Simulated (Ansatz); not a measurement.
The reference is Pt in the fcc (Cu type) structure (space group Fm-3m, No. 225; a = 3.895 Å; relaxed with 0.1 eV smearing). Axes: x, y, z lie along the cube axes.

All numbers come from DFT with LDA, PAW potentials and a 420 eV plane-wave cutoff in Ansatz (a quantum-chemistry and plane-wave program), no SOC.

Perturbation: a pure shear with ε_xy = ε_yx = 0.0200, atoms relaxed at fixed cell.

### Question
Estimate the effect on the stress.

### Answer
The stress (xx, yy, zz, yz, xz, xy; compression positive) amounts to (1.0, 1.0, -0.5, 0.0, 0.0, -3.8) GPa.

The cells carry an imposed strain or load. Stability against distortions was not tested. All final runs are without spin polarisation.
